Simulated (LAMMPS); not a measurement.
Melts of CdSe (zinc blende) cooled to 300 K at several rates.

Model: classical MD, pair style sw, file CdTeZnSeHgS0.sw, run in LAMMPS.

```json
[
 {"cooling rate (K/s)": "1e+12", "energy above the crystal": "0.163 eV/atom", "state": "crystallised", "density": "5.49 g/cm³ (one sample)", "coordination number of Cd by Se": "3.82 (counted to 3.26 Å)", "rough cost": "60 core-minutes"},
 {"cooling rate (K/s)": "3e+12", "energy above the crystal": "0.273 eV/atom", "state": "glass", "density": "5.39 g/cm³ (one sample)", "coordination number of Cd by Se": "3.71 (counted to 3.30 Å)", "rough cost": "23 core-minutes"},
 {"cooling rate (K/s)": "1e+13", "energy above the crystal": "0.302 eV/atom", "state": "glass", "density": "5.36 g/cm³ (one sample)", "coordination number of Cd by Se": "3.65 (counted to 3.26 Å)", "rough cost": "4 core-minutes"},
 {"cooling rate (K/s)": "1e+14", "energy above the crystal": "0.366 eV/atom", "state": "glass", "density": "5.26 g/cm³ (one sample)", "coordination number of Cd by Se": "3.56 (counted to 3.30 Å)", "rough cost": "2.9 core-minutes"}
]
```

Costs are rough and include melting and analysis.

Caution: the real compound melts congruently only under the pressure of its own vapour and loses its more volatile element when open.

Caution (row 1e+12): the cell keeps the atom count and shape of the starting crystal, which eases freezing.
